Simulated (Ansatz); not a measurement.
Output of an Ansatz run (abridged):

```
WARN the atoms were moved onto the symmetric positions of the space group found under crystal.symmetry.tolerance 1.0e-5 (fractional …
WARN ansatz: RAYON_NUM_THREADS=1 ignored (pool sized by the plan → 1); use --threads N
Pseudopotentials: kind: paw
Pseudopotential: Mo, paw, valence charge 14
Pseudopotential: S, paw, valence charge 6
Crystal: 6 atoms, lattice volume = 104.780 Å³
Basis set: ecut = 420 eV, 2009 PW (Γ), exchange–correlation on 48×48×180 points (8 copies of the dense FFT grid, shifted against one another)
Bands: 32, of which v1, the nominal top of the filled ones, is band 26 counted from 1 (25 counted from 0)
Symmetry: 24 space group operations
Space group: P63/mmc (ITA 194), of the structure as read, at distance tolerance 4.7e-5 Å
k-points: 24 of 162
Initial density: superposition of atomic densities (neutral atoms: chi_scale 0, normalization atom), corrected by the library's trained network
Initial wavefunctions: pseudopotential atomic-orbital guess
Eigensolver: davidson
Functional: x = pbe(κ = 0.804, μ = 0.2195149727645171), c = pbe(β = 0.06672455060314922)
SCF iter   1: F=—  HF=-13525.476048 eV  |F-HF|=—  |Δ(HF+E_count)|=         —  Δρ=5.62e-3  dr2=8.81e-3  ethr=1.77e-3  ⟨swp⟩=7.0  Hψ=3393  notcnv=0
all-band conjugate gradients solve this SCF's bands
preconditioner: auto → Resta (q_TF=auto, 2.428 Å⁻¹)
SCF iter   2: F=—  HF=-13525.484834 eV  |F-HF|=—  |Δ(HF+E_count)|=   8.79e-3  Δρ=3.22e-3  dr2=2.56e-3  ethr=1.70e-5  ⟨swp⟩=2.0  Hψ=1493  notcnv=0  defer=34
SCF iter   3: F=—  HF=-13525.489667 eV  |F-HF|=—  |Δ(HF+E_count)|=   4.83e-3  Δρ=9.76e-4  dr2=2.03e-3  ethr=4.92e-6  ⟨swp⟩=2.1  Hψ=1214  notcnv=0  defer=34
SCF iter   4: F=—  HF=-13525.489512 eV  |F-HF|=—  |Δ(HF+E_count)|=   1.55e-4  Δρ=1.24e-4  dr2=1.51e-5  ethr=3.91e-6  ⟨swp⟩=2.0  Hψ=1071  notcnv=0  defer=34
SCF iter   5: F=—  HF=-13525.489628 eV  |F-HF|=—  |Δ(HF+E_count)|=   1.16e-4  Δρ=4.88e-5  dr2=2.11e-6  ethr=2.90e-8  ⟨swp⟩=2.0  Hψ=1054  notcnv=0  defer=34
SCF iter   6: F=—  HF=-13525.489629 eV  |F-HF|=—  |Δ(HF+E_count)|=   1.66e-6  Δρ=9.49e-6  dr2=1.52e-7  ethr=4.06e-9  ⟨swp⟩=2.0  Hψ=1068  notcnv=0  defer=34
SCF iter   7: F=-13525.489629 eV  HF=-13525.489629 eV  |F-HF|=2.13e-9  |Δ(HF+E_count)|=   5.67e-8  Δρ=2.28e-6  dr2=6.02e-9  ethr=1.92e-10  ⟨swp⟩=7.5  Hψ=2951  notcnv=0
SCF 1 converged in 7 iterations: F = -13525.489629 eV  dr2 = 6.02e-9
SCF converged after 7 iterations
Free energy (F): -13525.489629 eV
Harris-Foulkes:  -13525.489629 eV  (|F-HF|=2.13e-9)
Internal energy: -13525.489629 eV  (E = F + TS)
E sigma→0 (E₀):  -13525.489629 eV
Fermi energy:    11.680609 eV
--- Per-component energies (eV) ---
  E_band       = -293.717549
  E_kinetic    = 1313.364789
  E_local      = -3824.555577  (includes V_loc(G=0)·N_el)
  E_nonlocal   = 398.452496
  E_hartree    = 1468.357405
  E_xc         = -757.674089
  E_vxc        = -810.946197  (∫ρ·V_xc dr)
  E_paw        = -8803.106015  (= ΣΔE_a)
  E_vpaw       = -306.745836  (= ΣTr[D̂ρ^β])
  E_aug_tail   = 0.000079  (compensation charges beyond the density's cutoff)
  E_ewald      = -3320.328718
  E_smearing   = -0.000000  (= −TS)
  E_closure    = -0.000000  (closes the sum)
  Σ components = -13525.489629   (vs F -13525.489629, Δ=0.00e0)
--- Forces (eV/Å), atoms counted from 1 ---
  atom   1  Mo     0.00000000    -0.00000000     0.00000000
  atom   2  Mo     0.00000000     0.00000000     0.00000000
  atom   3  S     -0.00000000    -0.00000000    -0.19022814
  atom   4  S     -0.00000000    -0.00000000    -0.19022814
  atom   5  S     -0.00000000    -0.00000000     0.19022814
  atom   6  S     -0.00000000    -0.00000000     0.19022814
  max |Σ_I F_I| component: 8.33e-17 eV/Å
--- Stress (GPa, compression-positive) ---
        3.844765       0.000000       0.000000
       -0.000000       3.844765       0.000000
        0.000000       0.000000       1.789742
  P = ⅓ Tr σ = 3.1598 GPa (31.598 kbar)
  The stress holds the Pulay correction. Without it, at fixed plane waves, as pw.x and ABINIT print it: P = 3.1409 GPa
--- Band table (eV; the first three rows and the last of 24) ---
  k-point 0: bands = ["-50.2332", "-50.2332", "-24.3943", "-24.3941", "-24.1409", "-24.1409", "-24.1409", "-24.1409", "-3.7732", "-3.4570", "-2.6014", "-2.0927", "4.3004", "5.4318", "7.6089", "8.0678", "8.0678", "8.0828", "8.0828", "9.1656", [...]
  k-point 1: bands = ["-50.2332", "-50.2332", "-24.3942", "-24.3942", "-24.1409", "-24.1409", "-24.1409", "-24.1409", "-3.6430", "-3.6430", "-2.3224", "-2.3224", "4.7698", "4.7698", "8.0751", "8.0751", "8.0751", "8.0751", "8.5950", "8.5950", [...]
  k-point 2: bands = ["-50.2281", "-50.2281", "-24.3844", "-24.3843", "-24.1911", "-24.1911", "-24.1523", "-24.1523", "-3.5823", "-3.2695", "-2.5063", "-2.0234", "4.5172", "5.6414", "7.3016", "7.6512", "7.6858", "8.2573", "8.2837", "8.5168", [...]
  k-point 23: bands = ["-50.1839", "-50.1839", "-24.4540", "-24.4540", "-24.4084", "-24.4084", "-24.2986", "-24.2986", "-1.3337", "-1.3337", "-1.3302", "-1.3302", "5.0802", "5.0802", "5.8547", "5.8547", "6.4512", "6.4512", "6.7909", "6.7909", [...]
```

The structure:

```
CELL_PARAMETERS angstrom
      1.57210    -2.72296     0.00000
      1.57210     2.72296     0.00000
      0.00000     0.00000    12.23850
ATOMIC_POSITIONS crystal
  Mo 0.33333 0.66667 0.25000
  Mo 0.66667 0.33333 0.75000
  S  0.33333 0.66667 0.87900
  S  0.66667 0.33333 0.37900
  S  0.66667 0.33333 0.12100
  S  0.33333 0.66667 0.62100
```

Task: Reconstruct the input of this run.

Result: Other spellings and defaults could give the same log, and not every line can be read from it. The input that was run (DFT, PBE, plane waves, default PAW files):

Ansatz 0.2 input:
```yaml
# MoS2
crystal:
  lattice:
    - [1.572100, -2.722957, 0.000000]
    - [1.572100, 2.722957, 0.000000]
    - [0.000000, 0.000000, 12.238500]
  atoms:
    - { symbol: Mo, position: [0.333333, 0.666667, 0.250000] }
    - { symbol: Mo, position: [0.666667, 0.333333, 0.750000] }
    - { symbol: S, position: [0.333333, 0.666667, 0.879000] }
    - { symbol: S, position: [0.666667, 0.333333, 0.379000] }
    - { symbol: S, position: [0.666667, 0.333333, 0.121000] }
    - { symbol: S, position: [0.333333, 0.666667, 0.621000] }
basis:
  ecutwfc: 420.0
kpoints:
  mp_grid:
    grid: [9, 9, 2]
hamiltonian:
  xc: pbe
  pseudopotentials:
    kind: paw
scf:
  occupations:
    method: fermi_dirac
    width: 0.01
output:
  forces: true
  eigenvalues: true
  stress: true
```

The starting cell has typed, rounded lattice constants, without a prior relaxation at this level. Its lattice was rescaled by up to half a per cent. With a pressure of about 3 GPa the cell is away from its equilibrium volume at this level. Ansatz's pressure includes its estimate of the finite-basis (Pulay) stress.

Ansatz is a first-principles code.
